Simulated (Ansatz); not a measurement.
Consider this model of amorphous Se50S10.

```xyz
60
Lattice="13.3853 -0.5544 -0.3065 -0.5544 10.2674 0.0349 -0.3065 0.0349 12.1666" Properties=species:S:1:pos:R:3 pbc="T T T"
Se     5.6711     0.4156     5.5053
Se     9.8695     9.3635    10.1869
Se     4.5160     3.2202    11.7340
Se     4.2826     5.3231     3.7756
Se     0.4564     6.2118     1.1908
Se     4.5462     2.9270     4.2056
Se     1.6460     0.5008     4.9022
Se     2.3332     3.7565    10.8268
Se     8.0215     5.5610     8.6341
Se     8.9639     0.2487     7.0711
Se     4.7939     8.3420     5.2898
Se     0.0477     7.5796     7.4904
Se     3.0252     4.9946     8.9021
Se    11.6281     5.7858     8.0572
Se    -0.1480    10.1244    11.9430
Se     6.1658     6.0120     2.5876
Se    10.8463     8.9188     3.8056
Se     2.7103     8.3583     0.8268
Se     2.5430     0.7804     9.1266
Se    10.0165     8.9100     7.9064
Se    12.0528     0.7316    10.7578
Se    -0.1746     5.8500     4.2855
Se     7.1795     2.8785     3.2002
Se     4.1895     0.3171     0.4828
Se     2.5213     3.1976     5.6019
Se     6.4018     4.1822     9.7130
Se     9.9063     1.2928     5.2365
Se     1.2025     5.9232     6.2492
Se     5.8212     9.9259     0.0024
Se     7.6857     7.0254     4.8633
Se    10.0576     3.1099     9.9357
Se     7.8525     2.1800    10.0740
Se     2.9476     9.5780     7.5865
Se     7.2725     0.5119     3.6486
Se    10.4419     6.9281     2.6724
Se     1.5543     1.1291     2.4678
Se    -0.0685     3.8630     1.2601
Se     6.2291     7.2789     6.8752
Se     4.9131     5.7368     0.3204
Se     5.7296     9.9073     9.7915
Se     8.2137     4.0938     6.7356
Se     7.5397     2.5621     0.7664
Se     4.0965     3.4994     7.4508
Se     4.2911     8.1178     9.0981
Se     0.6477     8.7437     3.6982
Se    12.4472     3.0347     3.8943
Se    11.5268     3.0062     6.2310
Se    12.4645     6.3126    11.0107
Se    11.6964     0.0131     1.7953
Se    12.7471     4.3303     9.6051
S      2.7384     8.1598     3.0362
S      2.0343     3.1639     1.7490
S      8.8072     4.4408     0.5169
S     10.5727     3.6270    -0.0042
S      0.7556     9.3289    10.0897
S      8.9651     7.7893     1.0368
S      9.2707     5.5212     5.4405
S      8.9488     9.7799     1.3883
S      5.8757     6.7189    11.0902
S     12.8674     2.1107     7.6050
```

The numbers are results of PBE-D3(BJ), scalar-relativistic without spin-orbit coupling, PAW (Ansatz default set, large-core Se) (plane waves to 420 eV; Ansatz, a first-principles code), not measurements.

The cell was made by melting and quenching with the CHGNet potential and then relaxed with DFT. The hot cell started wider than the set density and was brought back towards it in steps. It is the lowest in DFT energy of 3 quenches. It is a model cell: composition and starting density were chosen by hand, and all elements were melted together. The geometry includes D3(BJ) dispersion. Its density started from a set value of 3.99 and ended at 4.25 g/cm³. Cooling (nominally 79 K/ps over its main leg) ran many orders faster than in experiment, which tends to leave more defects and strain. Values belong to this one cell and scatter from quench to quench. Volume and shape were free in the relaxation.

Neighbours within Se-Se 2.72 Å, Se-S 2.52 Å, S-S 2.26 Å count as bonded.

**Question.** Give the coordination numbers, mean bond lengths and angles.

**Answer.** 
Mean coordination of Se: 2.04 (48 with 2, 2 with 3)
Mean coordination of S: 1.80 (2 with 1, 8 with 2)
Mean Se-Se bond: 2.422 Å (spread 0.072 Å, 44 counted)
Mean Se-S bond: 2.244 Å (spread 0.069 Å, 14 counted)
Mean S-S bond: 2.017 Å (spread 0.004 Å, 2 counted)
Bond angle at Se: mean 98.7°, spread 9.1°
Bond angle at S: mean 103.6°, spread 2.5°

**Question.** Which atoms depart from the most common coordination of their element?

**Answer.** Se39 has 3 (S59 2.11 Å, Se16 2.60 Å, Se3 2.66 Å); Se47 has 3 (S60 2.12 Å, Se46 2.51 Å, Se27 2.56 Å); S59 has 1 (Se39 2.11 Å); S60 has 1 (Se47 2.12 Å).

**Question.** What Bader charges do the atoms carry, from a run on one k-point at (1/4, 1/4, 1/4)?

**Answer.** Means (range): Se +0.04 e (-0.07 to +0.29), S -0.22 e (-0.37 to -0.10).
| atom | charge (e) |
|---|---|
| Se1 | +0.01 |
| Se2 | +0.04 |
| Se3 | -0.04 |
| Se4 | +0.03 |
| Se5 | -0.00 |
| Se6 | +0.05 |
| Se7 | -0.02 |
| Se8 | -0.03 |
| Se9 | -0.03 |
| Se10 | +0.02 |
| Se11 | +0.01 |
| Se12 | +0.02 |
| Se13 | +0.00 |
| Se14 | +0.03 |
| Se15 | +0.11 |
| Se16 | +0.01 |
| Se17 | +0.05 |
| Se18 | +0.12 |
| Se19 | +0.09 |
| Se20 | -0.01 |
| Se21 | -0.00 |
| Se22 | -0.00 |
| Se23 | -0.02 |
| Se24 | +0.04 |
| Se25 | -0.05 |
| Se26 | +0.10 |
| Se27 | -0.02 |
| Se28 | +0.01 |
| Se29 | +0.04 |
| Se30 | +0.09 |
| Se31 | +0.15 |
| Se32 | -0.07 |
| Se33 | -0.04 |
| Se34 | -0.02 |
| Se35 | +0.07 |
| Se36 | +0.15 |
| Se37 | +0.11 |
| Se38 | +0.06 |
| Se39 | +0.28 |
| Se40 | +0.00 |
| Se41 | +0.12 |
| Se42 | +0.16 |
| Se43 | +0.03 |
| Se44 | +0.04 |
| Se45 | +0.08 |
| Se46 | -0.06 |
| Se47 | +0.29 |
| Se48 | -0.01 |
| Se49 | +0.10 |
| Se50 | +0.07 |
| S51 | -0.26 |
| S52 | -0.26 |
| S53 | -0.10 |
| S54 | -0.11 |
| S55 | -0.24 |
| S56 | -0.12 |
| S57 | -0.25 |
| S58 | -0.11 |
| S59 | -0.34 |
| S60 | -0.37 |
